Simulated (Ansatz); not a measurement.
We consider cubic perovskite KMgF3, described by r²SCAN+rVV10 (plane waves, PAW; Ansatz, a first-principles code).

Numerical settings: plane-wave cutoff 500 eV, 8×8×8 k mesh, gaussian smearing 0.02 eV, scalar-relativistic PAW data made under PBE.

Computed at the level's own relaxed cell.

Estimate the volume per atom, equilibrium lattice constant a and band gap that the calculation returns.


volume per atom: 12.44 Å³/atom
equilibrium lattice constant a: 3.962 Å
band gap: 8.33 eV (on the SCF k mesh)

Measured, for comparison: band gap 12.4 eV (temperature not stated, not corrected to a static lattice; as tabulated in Sahnoun et al. (2004), doi:10.1016/j.matchemphys.2004.11.019); equilibrium volume per atom 12.70 Å³/atom, lattice constant a 3.990 Å (room temperature, not corrected to a static lattice; as tabulated in Vaitheeswaran et al. (2007), arXiv:cond-mat/0703621). Computed (rounded) less measured: band gap -4.07 eV, equilibrium volume per atom -2.0 %, lattice constant a -0.7 %. A static lattice is as a rule a little smaller and stiffer than an uncorrected measurement, which narrows the difference in the lattice constant a and would widen misses of the other sign.

The result took roughly 40 core-seconds.
